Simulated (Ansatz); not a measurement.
Bi₂S₃ (model structure, started from the A-La2O3 type, P-3m1, No. 164, 5 atoms in the cell)

Calculation: PBE0 (plane waves, PAW; Ansatz, an electronic-structure program).

Run with plane-wave cutoff 460 eV, 6×6×4 k mesh (along the axes of the cell as run), Fermi–Dirac smearing 0.01 eV, scalar-relativistic PAW data made under PBE.

Cell (relaxed with PBEsol):

Bi₂S₃ is modelled in the trigonal space group P-3m1 (No. 164), Pearson symbol hP5. Cell: a = 3.996 Å, b = 3.996 Å, c = 9.557 Å, α = 90.00°, β = 90.00°, γ = 120.00°. Bi on 2d is coordinated by 3 S at 2.719 Å and 3 S at 2.956 Å (octahedral). S1 on 1a sees 6 Bi at 2.956 Å (octahedral). S2 on 2d is coordinated by 3 Bi at 2.719 Å (trigonal pyramidal). (Neighbours: up to the widest gap in distance over summed covalent radii, below 1.35, at either atom; cation-cation and far metal-metal contacts left out.)

| Item | Result |
|---|---|
| band gap | 1.99 eV (on the SCF k mesh) |

Note: the relaxation could raise the start's symmetry but not lower it, so the cell can be a saddle point; cell and atoms aren't relaxed at this level (largest force component 0.22 eV/Å, pressure 0.8 GPa).

Spin–orbit coupling is not included; with these elements it can move the gap by several tenths of an eV or more.

Computing time: very roughly 7 core-minutes.

A model structure was made by putting elements into a prototype or built by hand; it is no filed structure, need not be a known phase, and can be a saddle point held by its symmetry.
